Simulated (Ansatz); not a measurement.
The reference is NaCl in the rock salt structure (space group Fm-3m, No. 225; a = 5.6956 Å). Axes: x, y, z lie along the cube axes.

The values are results of Kohn–Sham DFT with the PBE functional, run in Ansatz (a quantum-chemistry and plane-wave program) with PAW and 420 eV plane waves, spin-orbit coupling left out, earlier PAW set, not measurements.

For the base:

| Quantity | Value |
|---|---|
| Band gap | 5.00 eV |
| Valence-band top at Γ | 0.00, 0.00, 0.00 eV |
| Shortest interatomic distance | 2.848 Å |

It is then changed as follows: a free-standing slab of 2 layers (4 atoms, 2 a layer) is cut normal to the z axis, with 15 Å of vacuum and the in-plane cell held at bulk.

**Question.** Predict the new band gap.

**Answer.** The band gap is nearly the same (5.00 eV against 4.99 eV).

**Question.** How does this affect the valence-band top at Γ?

**Answer.** The valence-band top at Γ (three highest levels, from the VBM) becomes 0.00, 0.00, -0.20 eV (base: 0.00, 0.00, 0.00 eV).

**Question.** How does this affect the gap character?

**Answer.** The gap character is direct at Γ.

**Question.** How does this affect the excess energy per area of both faces?

**Answer.** The excess energy per area of both faces (slab less bulk energy over the cell's area: twice a surface energy) amounts to 0.28 J/m².

**Question.** Estimate the effect on the shortest interatomic distance.

**Answer.** The shortest interatomic distance shrinks by 0.045 Å, from 2.848 Å to 2.803 Å.

Slab and bulk use different k-meshes, which limits the precision of the excess energy. Stability against distortions was not tested. Labels are those of the standard path for the cell's own space group.
